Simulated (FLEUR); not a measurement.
Input and output of a self-consistent single point for YMg6Ga (Amm2, 8 atoms in the cell) (FLEUR).

Method of the run: LDA (Perdew-Zunger), all-electron FLAPW (FLEUR), scalar-relativistic valence.

The change in words: lattice scaled by 0.98. Reference geometry:
```
CELL_PARAMETERS angstrom
      5.05190     0.00000     0.00000
      0.00000     3.33935     5.75643
      0.00000    -3.33935     5.75643
ATOMIC_POSITIONS crystal
  Y  0.50000 0.32495 0.32495
  Mg 0.50000 0.83793 0.32497
  Mg 0.50000 0.32497 0.83793
  Mg 0.50000 0.83579 0.83579
  Mg 0.00000 0.67715 0.16171
  Mg 0.00000 0.16171 0.67715
  Mg 0.00000 0.66745 0.66745
  Ga 0.00000 0.17005 0.17005
```

Reference input (self-consistent single point, DFT, LDA (Perdew-Zunger), all-electron FLAPW (FLEUR), scalar-relativistic valence): Kmax = 3.8 1/bohr; GmaxXC = 11.4 1/bohr; xcFunctional = pz; jspins = 1; l_soc = F; mode = hist; fermiSmearingEnergy = 0.00367493 Htr; mesh (inpgen div1-3) = 4 3 3; inpgen gamma flag = true; Gmax = 11.4 1/bohr; numbands = 0; maxIterBroyd = 40. This run's input differs from it in these lines:

```diff
@@ -3,5 +3,5 @@
 &input film=f /
-5.0519040000 0.0000000000 0.0000000000
-0.0000000000 3.3393510000 5.7564270000
-0.0000000000 -3.3393510000 5.7564270000
+4.9508660000 0.0000000000 0.0000000000
+0.0000000000 3.2725640000 5.6412980000
+0.0000000000 -3.2725640000 5.6412980000
 1.8897261246
@@ -50,5 +50,5 @@
          <bravaisMatrix>
-            <row-1>    9.5467149677712388     0.0000000000000000     0.0000000000000000</row-1>
-            <row-2>    0.0000000000000000     6.3104588239091344    10.8780704862528044</row-2>
-            <row-3>    0.0000000000000000    -6.3104588239091344    10.8780704862528044</row-3>
+            <row-1>    9.3557808195939032     0.0000000000000000     0.0000000000000000</row-1>
+            <row-2>    0.0000000000000000     6.1842496852254740    10.6605082072537307</row-2>
+            <row-3>    0.0000000000000000    -6.1842496852254740    10.6605082072537307</row-3>
          </bravaisMatrix>
```

Output, abridged:

```
 Iteration:     1   Distance:       3.72193815 me/bohr^3
 Iteration:     2   Distance:       3.32712987 me/bohr^3
 Iteration:     3   Distance:       2.23610182 me/bohr^3
 Iteration:     4   Distance:       1.39514943 me/bohr^3
 Iteration:     5   Distance:       0.98547271 me/bohr^3
   [... 11 lines left out ...]
 Iteration:    17   Distance:       0.00006013 me/bohr^3
 Iteration:    18   Distance:       0.00003053 me/bohr^3
 Iteration:    19   Distance:       0.00001382 me/bohr^3
 Iteration:    20   Distance:       0.00000501 me/bohr^3
 Reset of history
 Run finished successfully
 Stop message:
   Structural relaxation: new displacements generated

[file out, last iteration]
             iter=     21
[...]
          total density-effective poten   -1.0411347187E+04
          total charge density-energy d   -2.7230702317E+02
 Updated energy parameters for spin:           1
[...]
 fermi energy and band-weighting factors:

[...]
FERMIE:
          first approx. to ef    (T=0)  :   0.159261 htr   (energy of the highest occ. eigenvalue)
          number of occ. states  (T=0)  :        505
          first approx. to seigv (T=0)  : -91.125821 htr
          sum of weights of occ. states :  42.000000
          sum of semicore charge        :   0.000000 e
FERHIS:  Fermi-Energy by histogram:
          bandgap                     :   0.001714 htr
   [... lines left out ...]
          charge neutrality (T=0)     :   0.000000    (zero if the highest occ. eigenvalue is "entirely" occupied)
     EF_NEWTON:  Adjust Fermi-Energy by Newton-Method.
 Direct bandgap for spin            1 :    6.3129439205781290E-003  Htr
 ---->    free energy=                     -6520.3910770253 htr
   [... lines left out ...]
 TOTAL FORCE FOR ATOM TYPE=  4  X=  0.000   Y= -2.997   Z= -1.718
                       FX_TOT= 0.000000 FY_TOT= 0.000630 FZ_TOT= 0.001435
 TOTAL FORCE FOR ATOM TYPE=  5  X=  0.000   Y=  0.000   Z= -7.090
                       FX_TOT= 0.000000 FY_TOT= 0.000000 FZ_TOT= 0.000688
 TOTAL FORCE FOR ATOM TYPE=  6  X=  0.000   Y=  0.000   Z=  3.626
                       FX_TOT= 0.000000 FY_TOT= 0.000000 FZ_TOT= 0.001634
```

The run converged in 20 iterations. FLEUR gives forces in its relaxation mode, with a further iteration, so its stop message speaks of a relaxation. Against the reference run the free energy falls by 26.6 meV/atom.

The starting cell comes from a database of computed structures (which also holds hypothetical and non-ambient phases and stackings), without a prior relaxation at this level. Its lattice was rescaled by a random factor within 2.5 % of one. For this run, on top of that: lattice scaled by 0.98. Values depend on the basis (sphere radii, cutoffs, local orbitals), which need not be converged. The log's line on a gap gives a spacing of levels on this mesh, which the program prints for metals too.

Cost on one core of a shared machine: roughly 8 min.
